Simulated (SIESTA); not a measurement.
A self-consistent single point of Cl₂ (Cmce, 4 atoms in the cell) with SIESTA

Computed with GGA PBE, numerical atomic orbitals DZP, PseudoDojo PBE standard norm-conserving potentials (rewritten from UPF to PSML) (SIESTA 5.4.2).

Input:

```
# files in the folder: Cl.psml (PseudoDojo PBE standard)
SystemName  Cl2
SystemLabel siesta

NumberOfAtoms                4
NumberOfSpecies              1
%block ChemicalSpeciesLabel
  1 17 Cl
%endblock ChemicalSpeciesLabel
LatticeConstant              1.0 Ang
%block LatticeVectors
     3.232542000   -2.037513000    0.000000000
     3.232542000    2.037513000    0.000000000
     0.000000000    0.000000000    8.320897000
%endblock LatticeVectors
AtomicCoordinatesFormat      Bohr
%block AtomicCoordinatesAndAtomicSpecies
     6.108619066   -2.968459318    9.509219893  1
     6.108619066    2.968459318    6.214996548  1
     6.108619066   -0.881882228    1.647111672  1
     6.108619066    0.881882228   14.077104769  1
%endblock AtomicCoordinatesAndAtomicSpecies

XC.functional                GGA
XC.authors                   PBE
PAO.BasisSize                DZP
PAO.EnergyShift              0.01 Ry
MeshCutoff                   300 Ry
%block kgrid.MonkhorstPack
    9   0   0  0.0
    0   9   0  0.0
    0   0   4  0.0
%endblock kgrid.MonkhorstPack
OccupationFunction           FD
ElectronicTemperature        50.0 meV

MaxSCFIterations             150
SCF.Mixer.Method             Pulay
SCF.Mixer.Weight             0.25
SCF.Mixer.History            8
SCF.DM.Tolerance             1.0E-05
Diag.ParallelOverK           true
WriteForces                  true
```

Output (repeated stretches shortened):

```
reinit: Reading from file input.fdf

reinit: System Name: Cl2
reinit: System Label: siesta

coor:   Atomic-coordinates input format  =     Cartesian coordinates
coor:                                            (in Bohr units)

siesta: Atomic coordinates (Bohr) and species
siesta:      6.10862  -2.96846   9.50922  1        1
siesta:      6.10862   2.96846   6.21500  1        2
siesta:      6.10862  -0.88188   1.64711  1        3
siesta:      6.10862   0.88188  14.07710  1        4

siesta: System type = bulk

initatomlists: Number of atoms, orbitals, and projectors:      4    52    72

siesta: ******************** Simulation parameters ****************************
redata: Spin configuration                          = none
redata: Time-Reversal Symmetry                      = T
redata: Number of Atomic Species                    =        1
redata: Mesh Cutoff                                 =   300.0000 Ry
redata: Net charge of the system                    =     0.0000 |e|
redata: Min. number of SCF Iter                     =        0
redata: Max. number of SCF Iter                     =      150
redata: SCF convergence failure will abort job
redata: SCF mix quantity                            = Hamiltonian
redata: Mix DM or H after convergence               =   F
redata: Recompute H after scf cycle                 =   F
redata: Mix DM in first SCF step                    =   T
redata: No kicks to SCF
redata: DM Mixing Weight for Kicks                  =     0.5000
redata: Require Harris convergence for SCF          =   F
redata: Harris energy tolerance for SCF             =     0.000100 eV
redata: Require DM convergence for SCF              =   T
redata: DM tolerance for SCF                        =     0.000010
redata: Require EDM convergence for SCF             =   F
redata: EDM tolerance for SCF                       =     0.001000 eV
redata: Require H convergence for SCF               =   T
redata: Hamiltonian tolerance for SCF               =     0.001000 eV
redata: Require (free) Energy convergence for SCF   =   F
redata: (free) Energy tolerance for SCF             =     0.000100 eV
redata: Using DFT-D3 dispersion                     =   F
redata: Using Saved Data (generic)                  =   F
redata: Method of Calculation                       = Diagonalization
redata: Electronic Temperature                      =   580.2259 K
redata: Number of TDED substeps                     =        3
redata: Dynamics option                             = Single-point calculation
redata: Save all siesta data in one NC              =   F
redata: ***********************************************************************

%block SCF.Mixers
  Pulay
%endblock SCF.Mixers

%block SCF.Mixer.Pulay
  # Mixing method
  method pulay
  variant stable

  # Mixing options
  weight 0.2500
  weight.linear 0.2500
  history 8
%endblock SCF.Mixer.Pulay

DM_history_depth set to one: no extrapolation allowed by default for geometry relaxation
Size of DM history Fstack: 1
Total number of electrons:    28.000000
Total ionic charge:    28.000000

* ProcessorY, Blocksize:    1  53

* Orbital distribution balance (max,min):    52    52

k-point displ. along   3 input, could be:     0.00    0.50
 Kpoints in:          180 . Kpoints trimmed:          167

siesta: k-grid: Number of k-points = 167
siesta: k-points from Monkhorst-Pack grid
siesta: k-cutoff (effective) =    16.642 Ang
siesta: k-point supercell and displacements
siesta: k-grid:     9     0     0      0.000
siesta: k-grid:     0     9     0      0.000
siesta: k-grid:     0     0     4      0.000

diag: Algorithm                                     = D&C
diag: Parallel over k                               =   F
diag: Use parallel 2D distribution                  =   F
diag: Parallel block-size                           = 53
diag: Parallel distribution                         =     1 x     1
diag: Used triangular part                          = Lower
diag: Absolute tolerance                            =  0.100E-15
diag: Orthogonalization factor                      =  0.100E-05
diag: Memory factor                                 =  1.0000

superc: Internal auxiliary supercell:     5 x     5 x     3  =      75
superc: Number of atoms, orbitals, and projectors:    300   3900   5400

                        Single-point calculation

superc: Internal auxiliary supercell:     5 x     5 x     3  =      75
superc: Number of atoms, orbitals, and projectors:    300   3900   5400

outcell: Unit cell vectors (Ang):
        3.232542   -2.037513    0.000000
        3.232542    2.037513    0.000000
        0.000000    0.000000    8.320897

outcell: Cell vector modules (Ang)   :    3.821098    3.821098    8.320897
outcell: Cell angles (23,13,12) (deg):     90.0000     90.0000     64.4475
outcell: Cell volume (Ang**3)        :    109.6086
new_DM -- step:     1
Initializing Density Matrix...

Attempting to read DM from file... Failed...
DM filled with atomic data:

InitMesh: MESH = 36 x 36 x 90 = 116640
InitMesh: Mesh cutoff (required, used) =   300.000   301.394 Ry

stepf: Fermi-Dirac step function

        iscf     Eharris(eV)        E_KS(eV)     FreeEng(eV)     dDmax    Ef(eV) dHmax(eV)
   scf:    1    -1777.662035    -1781.499209    -1781.499209  0.634129 -4.052777  1.823551
   scf:    2    -1782.085789    -1781.819379    -1781.819379  0.064350 -4.428223  1.112149
   scf:    3    -1782.032453    -1781.950281    -1781.950281  0.078791 -4.245496  0.218096
   scf:    4    -1781.974271    -1781.964063    -1781.964063  0.015408 -4.648707  0.037311
   scf:    5    -1781.964941    -1781.964570    -1781.964570  0.003721 -4.647825  0.006060
   scf:    6    -1781.964588    -1781.964589    -1781.964589  0.000354 -4.648389  0.003469
   scf:    7    -1781.964595    -1781.964595    -1781.964595  0.000587 -4.647727  0.001225
   scf:    8    -1781.964595    -1781.964595    -1781.964595  0.000146 -4.647932  0.000042
   scf:    9    -1781.964595    -1781.964595    -1781.964595  0.000006 -4.647923  0.000016

SCF Convergence by DM+H criterion
max |DM_out - DM_in|         :     0.0000061481
max |H_out - H_in|      (eV) :     0.0000162684
SCF cycle converged after 9 iterations

Using DM_out to compute the final energy and forces

siesta: E_KS(eV) =            -1781.9646

siesta: E_KS - E_eggbox =     -1781.9646

siesta: Atomic forces (eV/Ang):
     1   -0.000000    0.764385    1.477583
     2   -0.000000   -0.764385   -1.477583
     3   -0.000000   -0.764385    1.477583
     4   -0.000000    0.764385   -1.477583
   Tot   -0.000000   -0.000000    0.000000
   Max    1.477583
   Res    0.960475    sqrt( Sum f_i^2 / 3N )
   Max    1.477583    constrained

Stress tensor Voigt[x,y,z,yz,xz,xy] (kbar):       30.33       10.24      -33.94        0.00       -0.00       -0.00
(Free)E + p*V (eV/cell)    -1782.1160
Target enthalpy (eV/cell)    -1781.9646

siesta: Program's energy decomposition (eV):
siesta: Ebs     =      -330.794807
siesta: Eions   =      3151.121943
siesta: Ena     =       978.970244
siesta: Ekin    =       614.820014
siesta: Enl     =       244.105776
siesta: Eso     =         0.000000
siesta: Edftu   =         0.000000
siesta: DEna    =        17.474894
siesta: DUscf   =         1.638421
siesta: DUext   =         0.000000
siesta: Ex      =      -450.762872
siesta: Ec      =       -37.089130
siesta: Exc     =      -487.852002
siesta: Eharris =     -1781.964595
siesta: Etot    =     -1781.964595
siesta: FreeEng =     -1781.964595

siesta: Atomic forces (eV/Ang):
siesta:      1   -0.000000    0.764385    1.477583
siesta:      2   -0.000000   -0.764385   -1.477583
siesta:      3   -0.000000   -0.764385    1.477583
siesta:      4   -0.000000    0.764385   -1.477583
siesta: ----------------------------------------
siesta:    Tot   -0.000000   -0.000000    0.000000

siesta: Stress tensor (static) (eV/Ang**3):
siesta:     0.018932   -0.000000   -0.000000
siesta:    -0.000000    0.006394   -0.000000
siesta:    -0.000000    0.000000   -0.021183

siesta: Cell volume =        109.608619 Ang**3

siesta: Pressure (static):
siesta:                Solid            Molecule  Units
siesta:          -0.00001504          0.00027747  Ry/Bohr**3
siesta:          -0.00138104          0.02547606  eV/Ang**3
siesta:          -2.21266547         40.81714887  kBar
```

The run converged in 9 iterations.

The starting cell comes from a database of computed structures (which also holds hypothetical and non-ambient phases and stackings), without a prior relaxation at this level. Its lattice was rescaled by a random factor within 2.5 % of one. Values carry the incompleteness of an atom-centred basis. Forces in this geometry exceed 1 eV/Å.
